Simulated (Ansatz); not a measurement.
**Short convergence ladders for a (001) slab of SrIn2 (cut from a parent of space group no. 194; 6 atoms in the cell)**

```xyz
6
Lattice="5.0697 0.0000 0.0000 -2.5348 4.3905 0.0000 0.0000 0.0000 21.3972" Properties=species:S:1:pos:R:3 pbc="T T T"
Sr     0.0000     0.0000    12.7376
Sr     0.0000     0.0000     8.6597
In     0.0000     2.9270    14.3972
In     2.5348     1.4635     7.0000
In     2.5348     1.4635    10.3193
In     0.0000     2.9270    11.0780
```

Base method: LDA (PW92), default PAW files made with PBE (plane waves; Ansatz, a first-principles code).

Base settings: basis.ecutwfc = 30.9 Ry; kpoints.mp_grid.grid = 7 7 1; hamiltonian.xc = lda; hamiltonian.pseudopotentials = {kind: paw} (the program's default PAW files); scf.occupations.method = gaussian; scf.occupations.width = 0.0073 Ry.

The count of work is k-points × plane waves × bands × iterations; it is no time. 

**The vacuum**

The mesh stays at the base's, so the ladder's end is converged at best in this setting alone.

Only quantities that move along the ladder and can be compared are tabulated.

```tsv
vacuum between outermost atoms (Å)	free energy less the last step's (meV/atom)	largest difference of a force vector from the last step's (eV/Å)	count of work / last
3.0	-122.69	0.928	0.31
4.0	-37.66	0.356	0.27
5.0	-11.37	0.117	0.33
6.0	-3.63	0.044	0.36
7.0	-1.21	0.016	0.38
8.0	-0.42	0.006	0.41
10.0	-0.05	0.001	0.47
12.0	-0.01	0.000	0.52
14.0	0.00	0.000	0.57
17.0	0.00	0.000	0.65
20.0	0.00	0.000	0.73
25.0	0.00	0.000	0.87
30.0	0.00	0.000	1.0
```

Smallest vacuum between outermost atoms (Å) that holds the free energy within 0.5 meV/atom of the last step, with all finer ones: 8.0, at 0.41 of the last step's count of work; the step before is off by 1.2 meV/atom.

Smallest vacuum between outermost atoms (Å) that holds the forces within 0.01 eV/Å of the last step, with all finer ones: 8.0, at 0.41 of the last step's count of work; the step before is off by 0.016 eV/Å.

**The plane-wave cutoff**

The mesh stays at the base's, so the ladder's end is converged at best in this setting alone.

Only quantities that move along the ladder and can be compared are tabulated.

| basis.ecutwfc | free energy less the last step's (meV/atom) | largest difference of a force vector from the last step's (eV/Å) | count of work / last |
|---|---|---|---|
| 15.4 Ry | 3752.58 | 0.107 | 0.14 |
| 18.4 Ry | 634.98 | 0.026 | 0.17 |
| 21.7 Ry | 64.79 | 0.010 | 0.21 |
| 26.1 Ry | 1.73 | 0.001 | 0.28 |
| 30.9 Ry | 0.78 | 0.000 | 0.36 |
| 37.1 Ry | 0.48 | 0.000 | 0.47 |
| 46.3 Ry | 0.11 | 0.000 | 0.65 |
| 61.7 Ry | 0.00 | 0.000 | 1.0 |

Coarsest basis.ecutwfc that holds the forces within 0.02 eV/Å of the last step, with all finer ones: 21.7 Ry, at 0.21 of the last step's count of work; the step before is off by 0.026 eV/Å.

Coarsest basis.ecutwfc that holds the free energy within 5 meV/atom of the last step, with all finer ones: 26.1 Ry, at 0.28 of the last step's count of work; the step before is off by 65 meV/atom.

On the base run: the starting cell comes from a database of computed structures (which also holds hypothetical and non-ambient phases and stackings), without a prior relaxation at this level. The slab is cut from that crystal, and its faces are unrelaxed. Its lattice was rescaled by up to half a per cent.

Left out of this page: 1 run of the series outside the window shown, repeating another row's setting, or not comparable.

Keys are those of Ansatz 0.2.
